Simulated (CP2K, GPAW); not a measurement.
A GPAW input for a self-consistent single point of SrGe3Pd (I4mm, 5 atoms in the cell) (DFT PBEsol, plane waves, GPAW PAW datasets PBEsol (made by gpaw-setup)):

```python
from ase import Atoms
from ase.units import GPa
from gpaw import GPAW

atoms = Atoms(['Sr', 'Ge', 'Ge', 'Ge', 'Pd'],
              cell=[[-2.195979, 2.195979, 5.041899],
                    [2.195979, -2.195979, 5.041899],
                    [2.195979, 2.195979, -5.041899]],
              positions=[[-0.000000, 0.000000, 10.069580],
                         [0.000000, -0.000000, 4.030494],
                         [0.000000, 2.195979, 2.552713],
                         [2.195979, 0.000000, 2.552713],
                         [0.000000, -0.000000, 6.484890]],
              pbc=True)

calc = GPAW(mode={'name': 'pw', 'ecut': 550},
            xc='PBEsol',
            kpts={'size': (6, 6, 6), 'gamma': True},
            occupations={'name': 'methfessel-paxton', 'width': 0.1, 'order': 0},
            nbands=-13,
            convergence={'density': 1e-05, 'energy': 1e-05},
            symmetry={'symmorphic': False, 'tolerance': 0.0005},
            maxiter=100,
            txt='-')

atoms.calc = calc

energy = atoms.get_potential_energy()
print('Energy (eV):', round(energy, 6))
forces = atoms.get_forces()
print('Forces (eV/Ang):')
print(forces.round(5))
stress = atoms.get_stress()
print('Stress (GPa, Voigt):', (stress / GPa).round(4))
```

Task: Give the CP2K input for the same structure, mesh, smearing and functional.

Result: One input that does it (others would too):

```
&GLOBAL
  PROJECT bulk
  RUN_TYPE ENERGY_FORCE
  PRINT_LEVEL MEDIUM
&END GLOBAL
&FORCE_EVAL
  METHOD Quickstep
  STRESS_TENSOR ANALYTICAL
  &DFT
    BASIS_SET_FILE_NAME BASIS_MOLOPT
    POTENTIAL_FILE_NAME GTH_POTENTIALS
    &QS
      METHOD GPW
      EPS_DEFAULT 1E-11
    &END QS
    &MGRID
      CUTOFF 500
      REL_CUTOFF 40
      NGRIDS 5
    &END MGRID
    &SCF
      SCF_GUESS ATOMIC
      EPS_SCF 1E-7
      MAX_SCF 100
      ADDED_MOS 8
      &DIAGONALIZATION
        ALGORITHM STANDARD
      &END DIAGONALIZATION
      &MIXING
        METHOD BROYDEN_MIXING
        ALPHA 0.2
        NBUFFER 8
        BETA 1
      &END MIXING
      &SMEAR ON
        METHOD GAUSSIAN
        SIGMA [eV] 0.1
      &END SMEAR
    &END SCF
    &KPOINTS
      SCHEME MONKHORST-PACK 6 6 6
      GAMMA_CENTERED T
    &END KPOINTS
    &XC
      &XC_FUNCTIONAL
        &PBE
          PARAMETRIZATION PBESOL
        &END PBE
      &END XC_FUNCTIONAL
    &END XC
    &PRINT
      &MO
        EIGENVALUES T
        OCCUPATION_NUMBERS T
        NDIGITS 8
        FILENAME mo
        &EACH
          QS_SCF 0
        &END EACH
        ADD_LAST NUMERIC
      &END MO
      &MULLIKEN ON
      &END MULLIKEN
    &END PRINT
  &END DFT
  &SUBSYS
    &CELL
      A 5.92160400 0.00000000 0.00000000
      B 2.66416000 5.28844500 0.00000000
      C -4.29288200 -2.64422200 3.10558300
      PERIODIC XYZ
    &END CELL
    &COORD
      SCALED
      Sr       0.99859000     0.99859000     0.00000000
      Ge       0.39970000     0.39970000     0.00000000
      Ge       0.75315000     0.25315000     0.50000000
      Ge       0.25315000     0.75315000     0.50000000
      Pd       0.64310000     0.64310000     0.00000000
    &END COORD
    &KIND Sr
      BASIS_SET DZVP-MOLOPT-SR-GTH-q10
      POTENTIAL GTH-PBE-q10
    &END KIND
    &KIND Ge
      BASIS_SET DZVP-MOLOPT-SR-GTH-q4
      POTENTIAL GTH-PBE-q4
    &END KIND
    &KIND Pd
      BASIS_SET DZVP-MOLOPT-SR-GTH-q18
      POTENTIAL GTH-PBE-q18
    &END KIND
  &END SUBSYS
  &PRINT
    &FORCES ON
    &END FORCES
    &STRESS_TENSOR ON
    &END STRESS_TENSOR
  &END PRINT
&END FORCE_EVAL
```

Basis, cutoffs, solver keys and any potentials are the target program's own. This input uses DFT PBEsol, GPW, DZVP-MOLOPT-SR-GTH basis, GTH-PBE potentials (GTH_POTENTIALS).

The starting cell comes from a database of computed structures (which also holds hypothetical and non-ambient phases and stackings), without a prior relaxation at this level. For this run, on top of that: lattice scaled by 0.98.
